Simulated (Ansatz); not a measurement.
Consider KBr in the rock salt structure (space group Fm-3m, No. 225).

```
CELL_PARAMETERS angstrom
      0.00000     3.30411     3.30411
      3.30411     0.00000     3.30411
      3.30411     3.30411     0.00000
ATOMIC_POSITIONS crystal
  Br 0.00000 0.00000 0.00000
  K  0.50000 0.50000 0.50000
```

Cartesian axes are those of the cell as printed.

Calculations: r2SCAN in Ansatz (plane waves to 500 eV, PAW, no spin-orbit coupling).

For the base:

```
Quantity    Value
--------  -------
Band gap  5.07 eV
```

Perturbation: a free-standing slab of 6 layers (12 atoms, 2 a layer) is cut normal to the z axis, with 15 Å of vacuum and the in-plane cell held at bulk.

Task: Predict the new excess energy per area of both faces.

Result: The excess energy per area of both faces (slab less bulk energy over the cell's area: twice a surface energy) comes out as 0.27 J/m².

Task: Estimate the effect on the band gap.

Result: The band gap grows by 0.03 eV (5.07 eV → 5.10 eV).

Task: What does the calculation give for the change of the spacing d12 from its bulk value of 3.304 Å after the change?

Result: The change of the spacing d12 from its bulk value of 3.304 Å is -0.5 %.

Task: Predict the new change of the spacing d23 from its bulk value of 3.304 Å.

Result: The change of the spacing d23 from its bulk value of 3.304 Å is +0.1 %.

Task: What happens to the gap character?

Result: The gap character comes out as direct at Γ.

The excess energy carries the mismatch between the slab's and the bulk's meshes. Stability against distortions was not tested. Labels are those of the standard path for the cell's own space group.

Ansatz is an electronic-structure program.
